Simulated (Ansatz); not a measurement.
## MgB2 under a change: pressure 5 GPa

The parent structure is MgB₂ (space group P6/mmm, No. 191; a = 3.063 Å, c = 3.500 Å).

Now apply this change: cell and atoms relaxed at a pressure of 5 GPa.

The values are results of plane-wave PAW DFT at the PBEsol level (Ansatz, a quantum-chemistry and plane-wave program, 420 eV), no spin-orbit coupling, earlier PAW set, not measurements. Γ-centred 17×17×13 mesh, Fermi–Dirac width 0.05 eV.

The lattice parameter a falls by 0.025 Å to 3.038 Å and the c/a ratio falls by 0.0084 to 1.134. The shortest interatomic distance drops by 0.0146 Å to 1.754 Å and the band gap remains zero.

Load acts through the strain it causes; cell and atoms are relaxed under it. Whether these cells are dynamically stable was not tested. Competing high-pressure phases were not computed. All final runs are without spin polarisation.
